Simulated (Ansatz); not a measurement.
Take SiO2 in the rutile structure (space group P4_2/mnm, No. 136) as the base.

```xyz
6
Lattice="4.1945 0.0000 0.0000 0.0000 4.1945 0.0000 0.0000 0.0000 2.6785" Properties=species:S:1:pos:R:3 pbc="T T T"
Si     0.0000     0.0000     0.0000
Si     2.0973     2.0973     1.3392
O      1.2838     1.2838     0.0000
O      3.3810     0.8135     1.3392
O      0.8135     3.3810     1.3392
O      2.9107     2.9107     0.0000
```

Cartesian axes are those of the cell as printed.

Level of theory: Ansatz (a program for electronic structure), PBEsol, PAW, cutoff 420 eV, without spin-orbit coupling.

Before the change:

| Quantity | Result |
|---|---|
| Hole mass | 1.8 mₑ along c, 1.1 mₑ across (at Γ) |
| Band gap | 5.35 eV |
| Electron mass | 0.37 mₑ along c, 0.47 mₑ across (at Γ) |
| Valence-band top at Γ | 0.00, -0.88, -0.88 eV |

One thing is altered: uniaxial strain ε_zz = +1.80 %, all other strain components held at zero, atoms relaxed at fixed cell.

### Question
Predict the new hole mass, band gap, electron mass, stress and valence-band top at Γ.

### Answer
The hole mass goes from 1.8 mₑ along c, 1.1 mₑ across (at Γ) to 1.6 mₑ along z, 1.1 mₑ across (at Γ); the band gap falls by 0.38 eV, from 5.35 eV to 4.97 eV; the electron mass becomes 0.35 mₑ along z, 0.46 mₑ across (at Γ) (base: 0.37 mₑ along c, 0.47 mₑ across (at Γ)); the stress (xx, yy, zz, yz, xz, xy; compression positive) is (-3.24, -3.24, -12.06, 0.00, 0.00, 0.00) GPa; the valence-band top at Γ (three highest levels, from the VBM) goes from 0.00, -0.88, -0.88 eV to 0.00, -0.85, -0.85 eV.

Effective masses come from finite differences of ±0.01 Å⁻¹. Whether these cells are dynamically stable was not tested.
